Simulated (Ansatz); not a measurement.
Worked example: dielectric-response calculation of InBi2S4Cl (C2/m, 8 atoms in the cell) in Ansatz (a first-principles code).

Level of theory: LDA (PW92), default PAW files made with PBE (plane waves; Ansatz).

```
InBi2S4Cl
1.0
    6.32031    -1.97729     0.00000
    6.32031     1.97729     0.00000
   -3.72219     0.00000     7.79498
In Bi S Cl
1 2 4 1
Direct
  0.00000   0.00000   0.00000
  0.79566   0.79566   0.27516
  0.20434   0.20434   0.72484
  0.16340   0.16340   0.31688
  0.83660   0.83660   0.68312
  0.37459   0.37459   0.05408
  0.62541   0.62541   0.94592
  0.50000   0.50000   0.50000
```

Reference input (self-consistent single point, DFT, LDA (PW92), plane waves, default PAW files made with PBE): basis.ecutwfc = 420 eV; kpoints.mp_grid.grid = 6 6 2; hamiltonian.xc = lda; hamiltonian.pseudopotentials = {kind: paw} (the program's default PAW files); scf.occupations.method = fermi_dirac; scf.occupations.width = 0.02 eV. This run's input differs from it in these lines:

Ansatz 0.2 input:
```diff
@@ -18,3 +18,3 @@
 kpoints:
-  mp_grid: { grid: [6, 6, 2] }
+  mp_grid: { grid: [6, 6, 3] }
 hamiltonian:
@@ -23,7 +23,5 @@
 scf:
-  occupations: { method: fermi_dirac, width: 0.02 }
-output:
-  forces: true
-  eigenvalues: true
-  stress: true
+  occupations: { method: fixed }
+dielectric:
+  field_mesh: kpoints
```

Output (repeated stretches shortened):

```
SCF iter   1: F=—  HF=-34155.445211 eV  |F-HF|=—  |Δ(HF+E_count)|=         —  Δρ=7.65e-3  dr2=1.48e-1  ethr=1.77e-3  ⟨swp⟩=5.0  Hψ=9245  notcnv=0  defer=287
all-band conjugate gradients solve this SCF's bands
preconditioner: auto → Resta (q_TF=auto, 2.322 Å⁻¹)
SCF iter   2: F=—  HF=-34155.406571 eV  |F-HF|=—  |Δ(HF+E_count)|=   3.86e-2  Δρ=3.23e-3  dr2=1.52e-2  ethr=2.00e-4  ⟨swp⟩=2.7  Hψ=3685  notcnv=0  defer=336
   [... lines left out ...]
SCF iter   7: F=—  HF=-34155.401912 eV  |F-HF|=—  |Δ(HF+E_count)|=   7.37e-5  Δρ=8.64e-6  dr2=2.51e-7  ethr=2.49e-9  ⟨swp⟩=2.0  Hψ=3321  notcnv=0  defer=58
SCF iter   8: F=—  HF=-34155.401912 eV  |F-HF|=—  |Δ(HF+E_count)|=   1.87e-8  Δρ=2.06e-6  dr2=8.80e-9  ethr=3.40e-10  ⟨swp⟩=2.0  Hψ=3740  notcnv=0  defer=58
SCF iter   9: F=—  HF=-34155.401912 eV  |F-HF|=—  |Δ(HF+E_count)|=   1.29e-9  Δρ=4.93e-7  dr2=4.39e-10  ethr=1.19e-11  ⟨swp⟩=2.0  Hψ=3966  notcnv=0  defer=58
SCF iter  10: F=-34155.401912 eV  HF=-34155.401912 eV  |F-HF|=2.18e-11  |Δ(HF+E_count)|=  2.04e-10  Δρ=1.39e-7  dr2=4.61e-11  ethr=1.00e-12  ⟨swp⟩=11.1  Hψ=10752  notcnv=0
SCF 1 converged in 10 iterations: F = -34155.401912 eV  dr2 = 4.61e-11
DFPT response loops at Γ: preconditioner auto → Resta (q_TF=auto, 2.322 Å⁻¹)  ε∞=6.4 (no band partly filled) …
   [... lines left out ...]
WARN: field response: the 6×6×3 k-mesh looks too coarse for the field response at k = (0.1667, 0.1667, -0.3333), direct gap 1.512 eV …
Free energy (F): -34155.401912 eV
Fermi energy:    6.475281 eV
   [... lines left out ...]
         0.00000   -3.34054    0.00000
         0.01318    0.00000   -2.65249
    site 7:
        -2.41726    0.00000   -1.11926
         0.00000   -2.42765    0.00000
        -1.27294    0.00000   -2.85016
  Z* charge neutrality: 7.084e-5 e pre-enforcement
  k-mesh period / interband length: 23.7 Å / 2.31 Å = 10.27 at k = (0.1667, 0.1667, -0.3333), direct gap 1.512 eV — UNDER 14: by this measure the k-mesh is too coarse for the response
```

The run converged in 10 iterations. 

Summary of the result:
```
Quantity                                                                                                                                                   Result
----------------------------------------------------------------------------------------  -----------------------------------------------------------------------
Free energy E − TS (on the zero of these files)                                                                                                    -34155.4019 eV
Top of the valence band (on the code's own zero)                                                                                                          6.48 eV
Gap on the k-point mesh                                                                                                                                   1.46 eV
ε∞ at this k-point mesh, which may be far from converged in small-gap cells (xx, yy, zz)                                                         9.79, 11.3, 10.3
Born charges at this mesh (mean of the diagonal, e)                                       In 4.15, Bi 4.77, Bi 4.77, S -2.56, S -2.56, S -2.99, S -2.99, Cl -2.57
```

The starting cell comes from a database of computed structures (which also holds hypothetical and non-ambient phases and stackings), without a prior relaxation at this level. Its lattice was rescaled by up to half a per cent. Spin-orbit coupling is off.

Cost on one core of a shared machine: roughly 9 min.
